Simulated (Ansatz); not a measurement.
We consider C (R-3m, No. 166, 2 atoms in the cell; start mp-169; another form than the element's usual one), described by r²SCAN+rVV10 in Ansatz (plane waves, PAW).

Run with plane-wave cutoff 560 eV, 16×16×10 k mesh (along the axes of the cell as run), Fermi–Dirac smearing 0.01 eV, scalar-relativistic PAW data made under PBE.

Cell (relaxed at this level):

```
C
1.0
    2.12621    -1.22759    -0.01195
    2.12621     1.22759    -0.01195
   -1.39803     0.00000     3.35841
C
2
Direct
  0.83335   0.83335   0.00005
  0.16665   0.16665   0.99995
```

Q: Estimate the band gap and direct gap at Γ that the calculation returns.

A: 
band gap: 0.49 eV (on the SCF k mesh)
direct gap at Γ: 7.51 eV

Note: the relaxation could not lower the start's symmetry, so the cell can be a saddle point above a distorted one.

A start named mp-… is a Materials Project structure, which need not be a measured phase.

Ansatz is a first-principles code.
